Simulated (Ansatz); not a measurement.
The starting structures come from a database of crystals and need not be the phases stable at ambient conditions.

Tunnelling through a barrier is set by its complex band structure: the current falls as exp(−2κd) with the smallest κ.

Given:

```
ZnO6P2
1.0
    6.58192     0.00000     0.00000
    0.61673     6.55296     0.00000
    1.15183     1.04852     4.71671
Zn P O
2 4 12
Cartesian
  2.17829   6.57291   3.53753
  6.17219   1.02856   1.17918
  2.38224   3.24512   3.49419
  5.96824   4.35636   1.22252
  5.47233   6.05805   3.58088
  2.87815   1.54343   1.13583
  1.86986   4.61008   3.25887
  6.48061   2.99139   1.45784
  4.16138   6.69606   3.81620
  4.18909   0.90541   0.90051
  1.43347   2.18422   3.96770
  6.91701   5.41726   0.74901
  6.61747   6.90323   3.10737
  1.73301   0.69825   1.60934
  4.75294   4.25005   0.19216
  3.59754   3.35143   4.52455
  3.09786   2.74343   2.16620
  5.25262   4.85805   2.55051
```

Space group of this cell: C2/c. The cell is taken as given; by PBEsol its mean pressure is 3.7 GPa.

Transport runs along the normal of the first two printed cell vectors.

No gap correction and no spin-orbit coupling; mid-gap values are interpolated between computed energies.

Problem. State the band gap and the smallest decay constant κ at mid-gap according to PBEsol run with Ansatz (an electronic-structure program).

Solution. Gap 5.01 eV on a 6×6×6 mesh; κ = 0.423 1/Å, at the zone centre.
